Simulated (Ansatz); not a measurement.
An Ansatz (a first-principles code) run: Pd with a change (biaxial strain +2.00 %, plane normal [001], relaxed out of plane); PBEsol in Ansatz (plane waves to 420 eV, PAW, no SOC).

Input:

Ansatz 0.2 input:
```yaml
crystal:
  lattice:
    - [2.7967886211, 0, 0]
    - [0, 2.7967886211, 0]
    - [1.3983943106, -1.3983943106, 1.9194626642]
  atoms:
    - { symbol: Pd, position: [0, 0, 0] }
basis: { ecutwfc: 420, ecutrho_ratio: 4, xc_grid: 2, fft_grid_basis: typed }
kpoints: { mp_grid: { grid: [29, 29, 29] } }
hamiltonian:
  xc: pbesol
  dispersion: none
  pseudopotentials: { kind: paw }
scf: { occupations: { method: fermi_dirac, width: 0.1 } }
relax: { f_tol: 0.005, max_steps: 50, cell: { stress_tol: 0.01, fix: [a, b, gamma] } }
output: { forces: true, stress: true }
checkpoint: { write: state.ck, write_every: 1000 }
```

Output (explanatory and most iteration lines left out):

```
Relaxation: its limit of steps is 50 (relax.max_steps)
Pseudopotential: Pd, paw, valence charge 18
Crystal: 1 atoms, lattice volume = 15.014 Å³
Basis set: ecut = 420 eV, 299 PW (Γ), exchange–correlation on 40×40×40 points (8 copies of the dense FFT grid, shifted against one another)
Bands: 13, of which v1, the nominal top of the filled ones, is band 9 counted from 1 (8 counted from 0)
Symmetry: 16 space group operations
Space group: I4/mmm (ITA 139), of the structure as read, at distance tolerance 2.5e-5 Å
k-points: 1800 of 24389
Functional: x = pbesol(κ = 0.804, μ = 0.12345679012345678), c = pbesol(β = 0.046)
SCF iter   1: F=—  HF=-6906.675764 eV  |F-HF|=—  |Δ(HF+E_count)|=         —  Δρ=1.01e-2  dr2=1.32e-2  ethr=1.77e-3  ⟨swp⟩=5.0  Hψ=136047  notcnv=0
SCF iter   2: F=—  HF=-6906.672306 eV  |F-HF|=—  |Δ(HF+E_count)|=   3.46e-3  Δρ=2.49e-3  dr2=6.73e-4  ethr=7.33e-5  ⟨swp⟩=1.0  Hψ=38096  notcnv=0
SCF 1 converged in 6 iterations: F = -6906.672141 eV  dr2 = 3.16e-10
relax step   1: F+E_penalty+E_count = -6906.67214063 eV  Δ(F+E_penalty+E_count) = +0.000e0 eV  max|allowed force component| = 0.000e0 eV/Å  Δτ_max = 0.0000 Å  P = -5.475 GPa  Ω = 15.014 Å³  fix = [a, b, gamma]  reactions: a -6.007, b -6.007 GPa  (6 SCF iters, dr2 threshold 1.00e-7 eV, accepted)
[... steps on the carried basis left out ...]
relax step   6: F+E_penalty+E_count = -6906.67630768 eV  Δ(F+E_penalty+E_count) = +2.413e-7 eV  max|allowed force component| = 0.000e0 eV/Å  Δτ_max = 0.0000 Å  P = -1.764 GPa  Ω = 14.717 Å³  energy of the carried Pulay correction = -2.970e-7 eV  fix = [a, b, gamma]  reactions: a -2.646, b -2.646 GPa  (3 SCF iters, dr2 threshold 6.99e-10 eV, accepted)
Crystal: 1 atoms, lattice volume = 14.717 Å³
SCF iter   1: F=—  HF=-6906.676308 eV  |F-HF|=—  |Δ(HF+E_count)|=         —  Δρ=2.52e-6  dr2=5.06e-10  ethr=7.27e-9  ⟨swp⟩=2.8  Hψ=194514  notcnv=0
SCF iter   2: F=—  HF=-6906.676308 eV  |F-HF|=—  |Δ(HF+E_count)|=   1.84e-8  Δρ=1.45e-6  dr2=1.23e-10  ethr=2.81e-12  ⟨swp⟩=2.0  Hψ=39915  notcnv=0
SCF 7 converged in 5 iterations: F = -6906.676308 eV  dr2 = 9.27e-15
SCF converged after 5 iterations
Free energy (F): -6906.676308 eV
Internal energy: -6906.614445 eV  (E = F + TS)
E sigma→0 (E₀):  -6906.645377 eV
Entropy (-TS):   -0.061863 eV (-61.863 meV/atom)
Fermi energy:    19.740573 eV
--- Forces (eV/Å), atoms counted from 1 ---
  atom   1  Pd     0.00000000     0.00000000     0.00000000
--- Stress (GPa, compression-positive) ---
       -2.645516       0.000000       0.000000
        0.000000      -2.645516      -0.000000
        0.000000      -0.000000      -0.000008
  P = ⅓ Tr σ = -1.7637 GPa (-17.637 kbar)
--- Relaxed structure (5 steps of the walk, 5 accepted, 2 SCFs on fresh bases) ---
  cell:  # Å, volume = 14.7170 Å³
    - [2.7967886211, 2.37223409651537e-22, -3.6426663555977445e-11]
    - [2.3722344045079527e-22, 2.7967886211, 3.642666592070158e-11]
    - [1.3983943105745054, -1.3983943105745054, 1.8814771383791726]
  atoms:
    - { symbol: Pd, position: [0.0, 0.0, 0.0] }
```

Whether these cells are dynamically stable was not tested. All final runs are without spin polarisation. The cell was made from Pd in the fcc (Cu type) structure (space group Fm-3m, No. 225) by this change: biaxial strain +2.00 %, plane normal [001], relaxed out of plane.
